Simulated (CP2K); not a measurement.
A working CP2K input for La3InN (Pm-3m, 5 atoms in the cell) (DFT PBEsol, GPW, DZVP-MOLOPT-SR-GTH basis, GTH-PBE potentials (GTH_POTENTIALS)):

```
&GLOBAL
  PROJECT calc
  RUN_TYPE ENERGY_FORCE
  PRINT_LEVEL MEDIUM
&END GLOBAL
&FORCE_EVAL
  METHOD Quickstep
  STRESS_TENSOR ANALYTICAL
  &DFT
    BASIS_SET_FILE_NAME BASIS_MOLOPT
    BASIS_SET_FILE_NAME BASIS_MOLOPT_UCL
    POTENTIAL_FILE_NAME GTH_POTENTIALS
    &QS
      METHOD GPW
      EPS_DEFAULT 1E-10
    &END QS
    &MGRID
      CUTOFF 500
      REL_CUTOFF 60
      NGRIDS 5
    &END MGRID
    &SCF
      SCF_GUESS ATOMIC
      EPS_SCF 1E-7
      MAX_SCF 100
      ADDED_MOS 9
      &DIAGONALIZATION
        ALGORITHM STANDARD
      &END DIAGONALIZATION
      &MIXING
        METHOD BROYDEN_MIXING
        ALPHA 0.2
        NBUFFER 8
      &END MIXING
      &SMEAR ON
        METHOD MARZARI_VANDERBILT
        SIGMA [eV] 0.272
      &END SMEAR
    &END SCF
    &KPOINTS
      SCHEME MONKHORST-PACK 4 4 4
      GAMMA_CENTERED T
    &END KPOINTS
    &XC
      &XC_FUNCTIONAL
        &PBE
          PARAMETRIZATION PBESOL
        &END PBE
      &END XC_FUNCTIONAL
    &END XC
    &PRINT
      &MO
        EIGENVALUES T
        OCCUPATION_NUMBERS T
        NDIGITS 8
        FILENAME mo
        &EACH
          QS_SCF 0
        &END EACH
        ADD_LAST NUMERIC
      &END MO
      &MULLIKEN ON
      &END MULLIKEN
    &END PRINT
  &END DFT
  &SUBSYS
    &CELL
      A 5.12750000 0.00000000 0.00000000
      B 0.00000000 5.12750000 0.00000000
      C 0.00000000 0.00000000 5.12750000
      PERIODIC XYZ
    &END CELL
    &COORD
      La       2.56375000     2.56375000     0.00000000
      La       0.00000000     2.56375000     2.56375000
      La       2.56375000     0.00000000     2.56375000
      N        2.56375000     2.56375000     2.56375000
      In       0.00000000     0.00000000     0.00000000
    &END COORD
    &KIND La
      BASIS_SET DZVP-MOLOPT-SR-GTH-q11
      POTENTIAL GTH-PBE-q11
    &END KIND
    &KIND N
      BASIS_SET DZVP-MOLOPT-SR-GTH-q5
      POTENTIAL GTH-PBE-q5
    &END KIND
    &KIND In
      BASIS_SET DZVP-MOLOPT-SR-GTH-q13
      POTENTIAL GTH-PBE-q13
    &END KIND
  &END SUBSYS
  &PRINT
    &FORCES ON
    &END FORCES
    &STRESS_TENSOR ON
    &END STRESS_TENSOR
  &END PRINT
&END FORCE_EVAL
```

The run converged in 16 iterations: free energy E − TS -4385.5558 eV; Fermi level (on the code's own zero) 9.17 eV; pressure -0.75 GPa. Each of these slips is then made, one at a time:

(1)
```diff
-      CUTOFF 500
+      CUTOFF 30
```

(2)
```diff
+    CHARGE -2
```

Problem. What happens in each case?

Solution. 
(1) A basis or grid far too coarse for these potentials. The run ended unconverged after 100 iterations, with the message: SCF run NOT converged. To continue the calculation regardless, please set the keyword IGNORE_CONVERGENCE_FAILURE. qs_scf.F:702.

(2) An unintended net charge. The run converged in 15 iterations without an error; against the sound input the pressure goes from -0.75 to 25.66 GPa.

The starting cell comes from a database of published, mostly measured structures (it also holds non-ambient and calculated ones), without a prior relaxation at this level. Values carry the incompleteness of an atom-centred basis. The potentials were made for another functional than the one used.

Left out of this page: 3 runs of the series outside the window shown, repeating another row's setting, or not comparable.
